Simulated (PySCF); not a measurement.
PySCF 2.14.0, HF/def2-svp, df: cluster of 9 water molecules, 27 atoms. The geometry is a generated start, not checked to be a minimum at this level.

```python
import time
import numpy
from pyscf import lib
from pyscf import gto, scf, dft, mp, cc, sgx
lib.logger.TIMER_LEVEL = 4
t0 = time.perf_counter()

mol = gto.M(
    atom='''
O      1.26138000     1.28451000     1.43276000
H      1.26864000     0.34626000     1.62272000
H      2.14024000     1.46891000     1.10103000
O      1.41322000     1.21156000    -1.61919000
H      0.96499000     2.01212000    -1.89238000
H      0.96804000     0.51212000    -2.09778000
O     -1.79885000     1.29125000     1.35792000
H     -2.31968000     0.61257000     1.78755000
H     -0.90486000     1.13710000     1.66365000
O     -1.79982000     1.27232000    -1.60455000
H     -2.31917000     0.89319000    -2.31376000
H     -0.89602000     1.04045000    -1.81864000
O      1.25343000    -1.85006000     1.37731000
H      1.43499000    -1.93436000     2.31346000
H      2.05113000    -2.16133000     0.94926000
O      1.34601000    -1.80183000    -1.62679000
H      0.62375000    -2.43007000    -1.63696000
H      1.96247000    -2.13443000    -2.27933000
O     -1.79262000    -1.78716000     1.41898000
H     -2.32674000    -2.53939000     1.16344000
H     -0.95843000    -2.16770000     1.69425000
O     -1.77054000    -1.79244000    -1.64286000
H     -2.18679000    -2.59228000    -1.32125000
H     -1.31291000    -2.06352000    -2.43881000
O      1.37286000     4.41598000     1.40370000
H      0.68219000     3.95876000     0.92373000
H      1.64310000     3.79743000     2.08253000
''',
    basis='def2-svp',
    max_memory=4000,
    verbose=4,
)
mf = scf.RHF(mol)
mf = mf.density_fit(auxbasis='def2-universal-jkfit')
mf.chkfile = None
mf.kernel()
print('SCF converged:', mf.converged)
print('E(SCF) = %.10f' % mf.e_tot)
print('basis functions:', mol.nao_nr())
print('integrals held in memory:', getattr(mf, '_eri', None) is not None)
t1 = time.perf_counter()
print('wall of the SCF part: %.3f s' % (t1 - t0))
print('run ended')
```

```bash
OMP_NUM_THREADS=32 OPENBLAS_NUM_THREADS=1 python -u run.py
```

The program reports basis functions: 216.

Hardware: Arm Neoverse V2, 96 cores on 1 socket, no SMT, 1 L3 cache group.

On 32 threads, 1 BLAS thread this takes 1.9 s. Wall times, medians of two to five repeats, each run alone on the node (launch to exit). Unless noted, each process is bound to its own block of adjacent cores. The times hold for this build (PyPI wheel: OpenMP (GNU), a bundled serial OpenBLAS 0.3.3 under its C layer, NumPy's threaded OpenBLAS held to generic ARMv8 kernels, libcint, Libxc). Scratch files lie in a memory file system.

Task: Speed this job up; the result has to stay within 1.0 meV/atom in energy. Keep to 32 cores.

Result: Several could match; the one computed here: going from two_electron_scheme = density fitting, aux = def2-universal-jkfit to two_electron_scheme = exact four-centre integrals, aux = not set, one of the fastest among the values tried that keep the result.

```diff
-mf = mf.density_fit(auxbasis='def2-universal-jkfit')
```

Time: 1.9 s to 1.2 s (1.6× as fast). These two results differ by: energy 0.58 meV/atom. Others tried: two_electron_scheme = exact four-centre integrals, mol.max_memory = 200000 MB, aux = not set (1.2 s); two_electron_scheme = density fitting of J alone, exact K, aux = chosen by PySCF (default) (1.6 s); two_electron_scheme = density fitting, aux = chosen by PySCF (default) (2.0 s); two_electron_scheme = density fitting, aux = autoaux (2.7 s); two_electron_scheme = COSX exchange (sgx_fit, pjs) with fitted J, aux = chosen by PySCF (default), mf.with_df.grids_level_i = 1, mf.with_df.grids_level_f = 1 (4.4 s); two_electron_scheme = exact four-centre integrals, mol.max_memory = 500 MB, aux = not set (5.8 s); two_electron_scheme = COSX exchange (sgx_fit, pjs) with fitted J, aux = chosen by PySCF (default), mf.with_df.grids_level_i = 2 (default), mf.with_df.grids_level_f = 2 (default) (8.5 s); two_electron_scheme = COSX exchange (sgx_fit, pjs=False) with fitted J, aux = chosen by PySCF (default), mf.with_df.grids_level_i = 2 (default), mf.with_df.grids_level_f = 2 (default) (9.6 s); two_electron_scheme = COSX exchange (sgx_fit, pjs) with fitted J, aux = chosen by PySCF (default), mf.with_df.grids_level_i = 1, mf.with_df.grids_level_f = 3 (11 s); two_electron_scheme = COSX exchange (sgx_fit, pjs) with fitted J, aux = chosen by PySCF (default), mf.with_df.grids_level_i = 1, mf.with_df.grids_level_f = 4 (17 s). Launch, exit and the like take 0.44 s of the 1.2 s. 1 further setting of this study gave no repeated timing (cut by our limit, run once, or disturbed).
